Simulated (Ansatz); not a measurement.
**A computed series for hypothetical Cmcm AlCrB: response to strain**

Consider AlCrB (space group Cmcm, No. 63; non-magnetic; a hypothetical phase, not in the database extracts checked).

```
AlCrB
1.0
    1.50065    -6.94839     0.00000
    1.50065     6.94839     0.00000
    0.00000     0.00000     2.96704
Al B Cr
2 2 2
Cartesian
  1.50065  -2.65917   0.74176
  1.50065   2.65917   2.22528
  1.50065   0.44912   2.22528
  1.50065  -0.44912   0.74176
  1.50065   5.78243   2.22528
  1.50065  -5.78243   0.74176
```

Cartesian axes are those of the cell as printed.

Strains are applied to the cell and any free atomic positions relax; under stress the whole cell relaxes.

Levels (all Ansatz, an electronic-structure program, PAW): PBE (420 eV, without spin-orbit coupling); PBEsol (420 eV, spin-orbit coupling left out).

The base cell above is that of PBE; each level relaxes its own structures.

Notes on the quantities. energy relative to the base: free energy F.

```csv
case,"energy relative to the base, PBE","energy relative to the base, PBEsol"
isotropic strain −5.96 %,+0.240 eV/atom,(withheld)
uniaxial strain ε_yy = +2.40 %,+4.5 meV/atom,+4.5 meV/atom
uniaxial strain ε_zz = +4.89 %,+27 meV/atom,(withheld)
"uniaxial stress, 0.5 GPa tension along x",0.0 meV/atom,0.0 meV/atom
```

What belongs in the blanks?


- isotropic strain −5.96 %, energy relative to the base, PBEsol: +0.247 eV/atom
- uniaxial strain ε_zz = +4.89 %, energy relative to the base, PBEsol: +28 meV/atom

The two levels differ by at most about 7.0 meV/atom. They put the cases in the same order.

Without a gap, meshes like the base's 12×12×12 leave anisotropic stresses uncertain by several tenths of a GPa, and small strain energies with them. Stability under load was not tested beyond the relaxation. Starting moments died away, wholly or in part, for the base; another magnetic solution may exist. The final runs are not spin-polarised.
